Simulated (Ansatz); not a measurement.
Base system: BAs in the rock salt structure (space group Fm-3m, No. 225; a hypothetical phase, not in the database extracts checked; relaxed with 0.1 eV smearing).

```
BAs
1.0
    0.00000     2.28433     2.28433
    2.28433     0.00000     2.28433
    2.28433     2.28433     0.00000
As B
1 1
Direct
  0.00000   0.00000   0.00000
  0.50000   0.50000   0.50000
```

Cartesian axes are those of the cell as printed.

Level of theory: DFT with PBEsol, PAW potentials and a 420 eV plane-wave cutoff in Ansatz (a first-principles code), scalar-relativistic without spin-orbit coupling.

One thing is altered: uniaxial strain ε_zz = +1.24 %, all other strain components held at zero; the atoms relax in the strained cell.

Predict the stress tensor and what it implies for the stiffness.

Stress of the strained cell less that of the base (GPa, compression positive):
```
   -1.2     0.0     0.0
    0.0    -1.2     0.0
    0.0     0.0    -2.6
```

Then −Δσ_ii/ε with ε = 0.0124 gives secant stiffness values (nonlinear terms included at this strain): C33 ≈ 212 GPa, C13 ≈ 97 GPa and C23 ≈ 97 GPa.

No phonon test of stability was made. The final runs are not spin-polarised.
